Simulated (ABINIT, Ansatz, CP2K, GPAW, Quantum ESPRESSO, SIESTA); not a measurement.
# One structure in several programs: MgSc (Pm-3m, 2 atoms in the cell)

Self-consistent single point.

```yaml
crystal:
  lattice:
    - [3.66694, 0.00000, 0.00000]
    - [0.00000, 3.66694, 0.00000]
    - [0.00000, 0.00000, 3.66694]
  atoms:
    - { symbol: Mg, position: [0.00000, 0.00000, 0.00000] }
    - { symbol: Sc, position: [0.50000, 0.50000, 0.50000] }
```

All programs got the same cell, k-point mesh and kind of occupations (in Ansatz's words: kpoints.mp_grid.grid = 12 12 12; scf.occupations.method = fermi_dirac; scf.occupations.width = 0.1 eV); potentials, basis and cutoffs are each program's usual ones.

| code | model | pressure (GPa) | k-points | cutoff |
|---|---|---|---|---|
| CP2K | LDA (Pade form), GPW, TZVP-MOLOPT-SR-GTH basis, GTH-PADE potentials (GTH_POTENTIALS) | -5.27 | 868 | grid 600 Ry |
| Ansatz | LDA (PW92), PAW files made with PBE | -5.59 | 84 | 420 eV |
| ABINIT | LDA (PW92), PAW (JTH v2.0 LDA PAW) | -5.54 | 84 | 30 Ha |
| GPAW | LDA (Perdew-Wang 92), GPAW PAW datasets LDA (gpaw-data 1.0.1) | -5.58 | 84 | 800 eV |
| SIESTA | LDA PW92, numerical atomic orbitals DZP, PseudoDojo LDA standard norm-conserving potentials (rewritten from UPF to PSML) | -5.02 | 948 | grid 300 Ry |
| Quantum ESPRESSO | LDA (PW92), PseudoDojo standard norm-conserving (LDA) pseudopotentials | -5.55 | 84 | 85 Ry |

The spread over the programs that give each value: pressure within 0.57 GPa.

The starting cell comes from a database of computed structures (which also holds hypothetical and non-ambient phases and stackings), without a prior relaxation at this level. Its lattice was rescaled by a random factor within 2.5 % of one. On Ansatz's run: In the base run, with a pressure of about -6 GPa the cell is away from its equilibrium volume at this level.

Q: Why do the programs differ, and what cannot be compared?

A: Differences of this kind can come from the potentials, where these differ, and from what each basis and cutoff leave unconverged. The valence holds different numbers of electrons (CP2K 13, Ansatz (a program for electronic structure) 21, ABINIT 21, GPAW 21, SIESTA 21, Quantum ESPRESSO 21). The zero of total energies and Fermi levels follows the potentials and each program's conventions, so they are not compared here. CP2K and SIESTA use small atom-centred bases, whose incompleteness enters pressures, forces and empty levels differently from a plane-wave cutoff. Ansatz's pressure is given at a fixed set of plane waves, as the other plane-wave codes print theirs. The programs reduce the same mesh by symmetry to different extents, which changes the work and not the result.

Left out of this page: Elk and FLEUR (not drawn, or without a comparable value).

Keys are those of Ansatz 0.2.
